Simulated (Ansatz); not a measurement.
Defect: Si vacancy in tetragonal WSi2, neutral cell. All values below come from PBE, PAW (plane waves to 420 eV; Ansatz, an electronic-structure program).

Cell of 54 host sites held at the relaxed PBE lattice; a 3×3×3 k-point mesh shifted by half a step; Fermi-Dirac width 0.10 eV, spin-restricted; finite-size errors left in. Energies are static. Spin-orbit coupling is left out. Forms of the defect that were not tried may lie lower.

Barriers: single points on a 4×4×5 k-point mesh shifted by half a step at the bands' geometries.

A. one Si atom jumps into the vacancy from a nearby Si site; the atom moves 2.32 Å along (0.00, 0.00, 0.29) of the unit cell; the moving atom starts with neighbours 4 Si at 2.71, 4 Si at 3.22; 4 W at 2.61, W at 2.67 Å and ends with 4 Si at 2.71, 4 Si at 3.22; 4 W at 2.61, W at 2.67 Å; saddle order not checked, on a symmetry element.
B. one Si atom jumps into the vacancy from a nearby Si site; the atom moves 3.12 Å along (0.00, -0.97, 0.00) of the unit cell; the moving atom starts with neighbours 2 Si at 2.59, Si at 2.60, 2 Si at 2.67, 2 Si at 3.22, Si at 3.34; 2 W at 2.61, W at 2.64, 2 W at 2.66 Å and ends with 2 Si at 2.59, Si at 2.60, 2 Si at 2.67, 2 Si at 3.22, Si at 3.34; 2 W at 2.61, W at 2.64, 2 W at 2.66 Å; saddle order not checked, on a symmetry element.
C. one Si atom jumps into the vacancy from a nearby Si site; the atom moves 2.33 Å along (0.43, -0.43, -0.16) of the unit cell; the moving atom starts with neighbours 2 Si at 2.59, Si at 2.66, Si at 2.74, 2 Si at 3.01, 2 Si at 3.34; W at 2.58, W at 2.62, 2 W at 2.66, W at 2.78 Å and ends with 2 Si at 2.59, Si at 2.66, Si at 2.74, 2 Si at 3.01, 2 Si at 3.34; W at 2.58, W at 2.62, 2 W at 2.66, W at 2.78 Å; saddle order not checked, on a symmetry element.

A band can be held on a symmetry element, so unchecked saddle points there may be too high.

### Question
Order them by forward barrier (lowest first) at the level PBE, PAW.

### Answer
C (0.60 eV), A (1.44 eV), B (2.42 eV)
